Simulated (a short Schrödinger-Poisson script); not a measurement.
System: gated Al0.4Ga0.6As/GaAs modulation-doped gas in a quantum well, at 300 K.

```csv
layer,material,thickness (nm),Nd (cm⁻³),Na (cm⁻³)
1,Al0.4Ga0.6As,30,-,-
2,Al0.4Ga0.6As,30,2.8e17,-
3,Al0.4Ga0.6As,20,-,-
4,GaAs,8,-,-
5,Al0.4Ga0.6As,4000,-,7e14
```

The device is made up for the run: typed textbook-type constants, with dimensions and the other settings drawn at random. Al0.4Ga0.6As: permittivity 11.76, conduction-band edge (eV) 0.316, gap (eV) 1.923, electron mass (mₑ) 0.1002, Nv at 300 K (cm⁻³) 9e18. GaAs: permittivity 12.9, conduction-band edge (eV) 0, gap (eV) 1.424, Nv at 300 K (cm⁻³) 9e18.

Channel valleys (confinement mass, in-plane density-of-states mass, number): Γ 0.067, 0.067, 1. At the gate the conduction-band edge of layer 1 lies 1.07 eV − eVg above the Fermi level of the channel; the field vanishes at the back. The barrier under the gate holds no holes. Gaps are held at their typed values at every temperature. Mesh 0.08 nm at interfaces.

From a short Schrödinger-Poisson script (our own, NumPy): 1D Poisson equation in equilibrium, electrons quantum, Hartree (BenDaniel-Duke, 40 states a valley, the channel's in-plane mass for all, wave functions free to enter the barrier), parabolic valleys, classical holes, full ionisation, no traps, pinning or gate leakage.

Problem. List the lowest subbands of each valley and their electrons at Vg = 0.5 V.

Solution. 
| valley | subband | energy from the Fermi level (meV) | electrons (cm⁻²) | share (%) |
|---|---|---|---|---|
| Γ | 0 | 39.6 | 1.42e11 | 99.0 |
| Γ | 1 | 168.2 | 1.08e9 | 0.8 |
| Γ | 2 | 213.6 | 1.87e8 | 0.1 |

All electrons: 1.43e11 cm⁻².
